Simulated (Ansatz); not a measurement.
Start from BN in the h-BN type structure (space group P6_3/mmc, No. 194; a = 2.506 Å, c = 6.615 Å; layered, stacked along the Cartesian z axis).

It is then changed as follows: every lattice vector is stretched by 0.95 %, atoms relaxed at fixed cell.

Levels (all Ansatz, a quantum-chemistry and plane-wave program, PAW): PBE-D3(BJ) (420 eV, no SOC); r2SCAN (500 eV, no SOC).

The geometry is relaxed with PBE-D3(BJ).

| Item | Value |
|---|---|
| PBE-D3(BJ) lowest conduction level above the VBM at special points | M 4.21 eV; H 4.54 eV; L 4.66 eV; K 4.75 eV |
| PBE-D3(BJ) smallest direct gap | 4.57 eV |
| PBE-D3(BJ) width of the top valence band | 3.18 eV |

### Question
Predict the lowest conduction level above the VBM at special points, smallest direct gap and width of the top valence band from r2SCAN.

### Answer
The lowest conduction level above the VBM at special points becomes M 4.76 eV; H 5.18 eV; L 5.22 eV; K 5.40 eV (PBE-D3(BJ): M 4.21 eV; H 4.54 eV; L 4.66 eV; K 4.75 eV); the smallest direct gap goes up by 0.635 eV to 5.20 eV; the width of the top valence band increases by 0.09 eV to 3.27 eV.

Single points use the geometry relaxed with PBE-D3(BJ). The cells carry an imposed strain or load. No phonon test of stability was made.
